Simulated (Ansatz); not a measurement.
Cell and atoms of amorphous W30N20:

```xyz
50
Lattice="8.5994 0.0000 0.0000 0.0000 8.5994 0.0000 0.0000 0.0000 8.5994" Properties=species:S:1:pos:R:3 pbc="T T T"
W      4.7348     4.1117     3.1215
W      8.3711     6.1082     5.6077
W      2.5873     7.1018     4.7546
W      5.5386     7.4912     5.1108
W      2.7849     4.2877     5.4737
W      2.8081     2.1489     7.3778
W      2.9128     2.2164     1.7331
W      6.9931     1.1882     3.1562
W      6.9594     8.0524     7.7576
W      7.3931     3.8110     4.2978
W      2.9661     6.1186     1.8408
W      4.1707     0.1135     3.1326
W      5.5989     6.5773     1.8789
W      8.4303     6.0435     2.4735
W      6.4180     2.1993     8.0063
W      1.3811     8.4359     2.5711
W      0.8123     7.1787     0.1396
W      4.3455     6.4053     7.8725
W      3.4007     0.0249     0.4310
W      4.6235     4.0038     0.3302
W      4.9708     1.9197     5.1454
W      7.1919     5.2147     8.1900
W      0.4076     1.2915     0.2062
W      2.0967     1.5584     4.6018
W      0.1452     3.0580     6.6365
W      5.6452     4.6567     6.1010
W      7.5519     3.4935     1.5263
W      1.4596     4.0121     3.0860
W      0.5687     0.2101     6.1629
W      1.4499     4.2583     0.1252
N      6.7236     2.7609     6.0122
N      4.1817     3.3868     6.6544
N      0.3817     5.0136     7.1582
N      5.2585     7.8985     0.2537
N      4.0919     6.1121     5.8770
N      0.7225     6.9447     3.9458
N      7.4781     6.8224     0.7623
N      0.9185     2.8312     1.5488
N      0.9471     3.3054     4.8338
N      6.6441     4.9397     2.7821
N      7.3802     7.8743     5.8123
N      2.4305     6.0158     8.3931
N      0.2157     0.8703     3.9418
N      7.0967     1.4282     1.2043
N      6.2603     7.8981     3.2179
N      3.0448     5.2401     3.7022
N      1.8835     0.1305     7.6703
N      4.8768     2.0526     3.0419
N      3.7558     0.1936     5.1751
N      4.3884     1.8810     0.1487
```

These are PBE, scalar-relativistic without spin-orbit coupling (plane waves to 420 eV, PAW; Ansatz, a program for electronic structure) values and carry that method's errors. The usual formal charges leave 120 electrons over, so the level spacing at the Fermi energy parts defect or band states and needn't be the band gap.

Preparation: random packing, a CHGNet melt and quench, and a DFT relaxation. N atoms were pushed apart under 1.9 Å during the dynamics, to hinder bonds among them. The hot cell started wider than the set density and was brought back towards it in steps. It is the lowest in DFT energy of 2 quenches. It is a model cell: composition and starting density were chosen by hand, and all elements were melted together. No dispersion term was used. Its density started from a set value of 17.31 and ended at 15.13 g/cm³. The simulated quench (nominally 450 K/ps over its main leg) is rapid and tends to freeze in more defects than a deposited or slowly cooled glass has. A cell of this size samples the disorder only roughly. The volume was free in the relaxation, at fixed shape. Stress components on the final sampling reach 4.6 GPa. On a 2×2×2 Γ-centred mesh force components of up to 0.44 eV/Å stay, since the relaxation ran on one k-point at (1/4, 1/4, 1/4).

Neighbours within W-W 3.04 Å, W-N 2.52 Å, N-N 1.70 Å count as bonded. Two cations that share two anions don't count as bonded, nor two that share one unless they lie closer than W-W 2.95 Å.

### Question
Give the coordination numbers, mean bond lengths and angles.

### Answer

| Item | Result |
|---|---|
| Mean coordination of W by anions | 3.07 (4 with 2, 20 with 3, 6 with 4); 134 close contacts or bonds to cations besides |
| Mean coordination of N | 4.60 (8 with 4, 12 with 5) |
| Mean W-W close contact | 2.831 Å (spread 0.101 Å, 67 counted) |
| Mean W-N bond | 2.103 Å (spread 0.090 Å, 92 counted) |
| Bond angle at W | mean 97.9°, spread 32.8° |
| Bond angle at N | mean 106.0°, spread 27.8° |
